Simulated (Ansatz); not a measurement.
Start from EuO in the rock salt structure (space group Fm-3m, No. 225; a = 4.965 Å; ferromagnetic; relaxed with 0.1 eV smearing). Axes: x, y, z lie along the cube axes.

Calculations: Ansatz (a program for electronic structure), PBEsol, PAW, cutoff 420 eV, spin-orbit coupling left out.

Base values:

The magnetic state is ferromagnetic and the volume per atom comes out as 15.30 Å³.

Now apply this change: compressive biaxial strain of 4.00 % in the plane normal to [001], as in epitaxy on a mismatched substrate; the out-of-plane cell vector and the atoms relax.

Task: What happens to the magnetic state?

Result: The magnetic state stays ferromagnetic.

Task: Predict the new volume per atom.

Result: The volume per atom shrinks by 0.965 Å³ to 14.34 Å³.

The magnetic state is the one reached from the starting moments; the real material's order can differ, and small cells can't hold many antiferromagnetic ones. The state of the 4f shell was not checked for lower solutions. Stability against distortions was not tested. No Hubbard U is applied, and correlation can decide whether such a compound is a metal.
